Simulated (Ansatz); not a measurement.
The structure below was relaxed with PBE/PAW in Ansatz (an electronic-structure program), no SOC, earlier PAW set, at pressure 30 GPa.

Space group P6₃/mmc (No. 194); a = b = 5.3926 Å, c = 4.3998 Å, α = β = 90.00°, γ = 120.00°

| atom | site | symmetry | x | y | z |
|---|---|---|---|---|---|
| Ti | 6h | mm2 | 0.3398 | 0.1699 | 0.2500 |
| Al | 2c | -6m2 | 0.3333 | 0.6667 | 0.2500 |

Write out a cell with all atoms.


```xyz
8
Lattice="5.3926 0.0000 0.0000 -2.6963 4.6702 0.0000 0.0000 0.0000 4.3998" Properties=species:S:1:pos:R:3 pbc="T T T"
Ti     2.6963     3.0835     1.0999
Ti    -1.3222     3.8768     3.2998
Ti     1.3741     0.7934     1.0999
Ti     0.0000     1.5867     3.2998
Ti     4.0185     0.7934     1.0999
Ti     1.3222     3.8768     3.2998
Al     0.0000     3.1134     1.0999
Al     2.6963     1.5567     3.2998
```
This is the conventional cell.

Load acts through the strain it causes; cell and atoms are relaxed under it. No phonon test of stability was made. Competing high-pressure phases were not computed. The final runs are not spin-polarised. The cell was made from Ti₃Al (space group P6_3/mmc, No. 194) by this change: pressure 30 GPa.
